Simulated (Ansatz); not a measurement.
# HfN: isotropic strain −1.18 %

Take HfN in the rock salt structure (space group Fm-3m, No. 225; a = 4.5479 Å) as the base.

One thing is altered: the cell is scaled by 0.9882 in all directions, atoms relaxed at fixed cell.

Method: PBE, PAW, 420 eV (Ansatz, a first-principles code; no spin-orbit coupling). Settings: 18×18×18 k-points, 0.05 eV Fermi–Dirac smearing.

The space group is still Fm-3m (No. 225) and the shortest interatomic distance shrinks by 0.027 Å to 2.247 Å. The energy increases by 13 meV/atom and the pressure goes from zero to 10.1 GPa. The band gap is still zero.

Final structure:

```yaml
crystal:
  lattice:
    - [0.00000, 2.24711, 2.24711]
    - [2.24711, 0.00000, 2.24711]
    - [2.24711, 2.24711, 0.00000]
  atoms:
    - { symbol: N, position: [0.00000, 0.00000, 0.00000] }
    - { symbol: Hf, position: [0.50000, 0.50000, 0.50000] }
```

Whether these cells are dynamically stable was not tested. All final runs are without spin polarisation. An odd electron count without spin: HfN.
